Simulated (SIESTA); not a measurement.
Input and output of a self-consistent single point for CsSiI3 (R3m, 5 atoms in the cell) (SIESTA).

Level of theory: GGA PBEsol, numerical atomic orbitals DZP, PseudoDojo PBEsol standard norm-conserving potentials (rewritten from UPF to PSML) run with SIESTA 5.4.2.

```
CELL_PARAMETERS angstrom
      4.24230     2.44930     3.69117
     -4.24230     2.44930     3.69117
      0.00000    -4.89859     3.69117
ATOMIC_POSITIONS crystal
  Cs 0.00101 0.00101 0.00101
  Si 0.46266 0.46266 0.46266
  I  0.50187 0.50187 0.02939
  I  0.02939 0.50187 0.50187
  I  0.50187 0.02939 0.50187
```

Reference input (self-consistent single point, DFT, LDA PW92, numerical atomic orbitals DZP, PseudoDojo LDA standard norm-conserving potentials (rewritten from UPF to PSML)): XC.functional = LDA; XC.authors = PW92; potentials = PseudoDojo LDA standard; PAO.BasisSize = DZP; PAO.EnergyShift = 0.005 Ry; MeshCutoff = 300 Ry; kgrid.MonkhorstPack = 4 4 4; OccupationFunction = FD; ElectronicTemperature = 580.23 K; MaxSCFIterations = 150; SCF.Mixer.Method = Broyden; SCF.Mixer.Weight = 0.2. This run's input differs from it in these lines:

```diff
@@ -1,2 +1,2 @@
-# files in the folder: Cs.psml Si.psml I.psml (PseudoDojo LDA standard)
+# files in the folder: Cs.psml Si.psml I.psml (PseudoDojo PBEsol standard)
 SystemName  CsSiI3
@@ -26,4 +26,4 @@
 
-XC.functional                LDA
-XC.authors                   PW92
+XC.functional                GGA
+XC.authors                   PBEsol
 PAO.BasisSize                DZP
```

Log, with long lists cut:

```
        iscf     Eharris(eV)        E_KS(eV)     FreeEng(eV)     dDmax    Ef(eV) dHmax(eV)
   scf:    1    -1812.492488    -1810.229363    -1810.229366  0.753565 -3.772952  1.763518
   scf:    2    -1810.399846    -1810.321504    -1810.321509  0.029728 -3.824863  1.291415
   scf:    3    -1810.410272    -1810.373251    -1810.373262  0.044481 -3.876402  0.557092
   scf:    4    -1810.389443    -1810.382580    -1810.382596  0.030866 -3.875494  0.024842
   scf:    5    -1810.382758    -1810.382676    -1810.382692  0.001349 -3.877540  0.014889
   [... 2 lines left out ...]
   scf:    8    -1810.382742    -1810.382741    -1810.382755  0.000359 -3.878422  0.003143
   scf:    9    -1810.382742    -1810.382741    -1810.382756  0.000225 -3.878323  0.001865
   scf:   10    -1810.382741    -1810.382741    -1810.382756  0.000133 -3.878182  0.001175
   scf:   11    -1810.382741    -1810.382741    -1810.382756  0.000081 -3.878076  0.000776
SCF Convergence by DM+H criterion
max |DM_out - DM_in|         :     0.0000812210
max |H_out - H_in|      (eV) :     0.0007758090
SCF cycle converged after 11 iterations

Using DM_out to compute the final energy and forces

siesta: E_KS(eV) =            -1810.3827

siesta: E_KS - E_eggbox =     -1810.3827

siesta: Atomic forces (eV/Ang):
     1   -0.000000   -0.000000    0.017900
     2   -0.000000    0.000000    0.246931
     3   -0.000000    0.124471   -0.088718
     4   -0.107795   -0.062235   -0.088718
     5    0.107795   -0.062235   -0.088718
   Tot   -0.000000    0.000000   -0.001322
   Max    0.246931
   Res    0.093590    sqrt( Sum f_i^2 / 3N )
   Max    0.246931    constrained

Stress tensor Voigt[x,y,z,yz,xz,xy] (kbar):        9.53        9.53       10.18       -0.00       -0.00       -0.00
   [... lines left out ...]
siesta: FreeEng =     -1810.382756
   [... lines left out ...]
siesta:     0.005946   -0.000000   -0.000000
siesta:    -0.000000    0.005946   -0.000000
siesta:    -0.000000   -0.000000    0.006353

siesta: Cell volume =        230.122170 Ang**3

siesta: Pressure (static):
siesta:                Solid            Molecule  Units
siesta:          -0.00006624         -0.00008389  Ry/Bohr**3
siesta:          -0.00608173         -0.00770257  eV/Ang**3
siesta:          -9.74401319        -12.34087615  kBar
```

The run converged in 11 iterations. Against the reference run the pressure goes from -1.79 to -0.97 GPa, the largest force goes from 0.235 to 0.247 eV/Å and the gap on the mesh hardly changes (0.747 to 0.753 eV).

The starting cell comes from a database of computed structures (which also holds hypothetical and non-ambient phases and stackings), without a prior relaxation at this level. Spin-orbit coupling is off. Values carry the incompleteness of an atom-centred basis. The basis of the alkali or alkaline-earth atoms may lack their empty d shell, which can raise the gap.
